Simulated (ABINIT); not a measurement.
A working ABINIT input for Sr₃CaI₈ (I4/mmm, 12 atoms in the cell) (DFT, PBEsol, plane waves, PAW (JTH v2.0 PBE PAW, files made for PBE)):

```
# Sr3CaI8, JTH v2.0 PBE PAW
pp_dirpath "./"
pseudos "Sr.GGA_PBE-JTH.xml, Ca.GGA_PBE-JTH.xml, I.GGA_PBE-JTH.xml"
acell 3*1.0
rprim
        -7.5684570641    7.5684570641   15.1284198092
         7.5684570641   -7.5684570641   15.1284198092
         7.5684570641    7.5684570641  -15.1284198092
natom 12
ntypat 3
znucl 38 20 53
typat 1 1 1 2 3 3 3 3 3 3 3 3
xred
         0.7500000000    0.2500000000    0.5000000000
         0.2500000000    0.7500000000    0.5000000000
         0.5000000000    0.5000000000    0.0000000000
         0.0000000000    0.0000000000    0.0000000000
         0.6300700000    0.1231100000    0.0000000000
         0.3699300000    0.8768900000    0.0000000000
         0.1231100000    0.1231100000    0.4930400000
         0.8768900000    0.8768900000    0.5069600000
         0.1231100000    0.6300700000    0.0000000000
         0.8768900000    0.3699300000    0.0000000000
         0.6300700000    0.6300700000    0.5069600000
         0.3699300000    0.3699300000    0.4930400000
ecut 20
pawecutdg 40
ixc -116133
occopt 7
tsmear 0.00073499
nband 60
kptopt 1
ngkpt 3 3 3
nshiftk 1
shiftk 0 0 0
nstep 60
tolvrs 1.0e-12
prtwf 0
prtden 0
prtvol 1
```

The run converged in 18 iterations: free energy E − TS -6100.66 eV; top of the valence band (on the code's own zero) -2.47 eV; gap on the k-point mesh 2.87 eV; pressure -1.40 GPa; largest force (vector length) 0.001 eV/Å. Each of these slips is then made, one at a time:

(1)
```diff
-nstep 60
+nstep 4
```

(2)
```diff
-shiftk 0 0 0
+kshift 0 0 0
```

(3)
```diff
-ecut 20
+ecut 20 eV
```

Question: How does each altered input end?

Answer: 
(1) An iteration limit that is too low. The run ended unconverged after 4 iterations.

(2) A keyword that the program does not know. The program stopped before any SCF iteration.
```
Found token: `KSHIFT` in the input file.
This name is not one of the registered input variable names (see https://docs.abinit.org/).
Action: check your input file. Perhaps you mistyped the input variable,
or specified "img", although this was not permitted for this input variable.
```

(3) An energy in the wrong unit. The program stopped before any SCF iteration.
```
Number of bands nband= 60 > number of planewaves npw= 53
The number of eigenvectors cannot be greater that the size of the Hamiltonian!
Action: decrease nband or, alternatively, increase ecut
```

The starting cell comes from a database of computed structures (which also holds hypothetical and non-ambient phases and stackings), without a prior relaxation at this level. Spin-orbit coupling is off. The potentials were made for another functional than the one used.

Left out of this page: 4 runs of the series with a known weakness of the program.
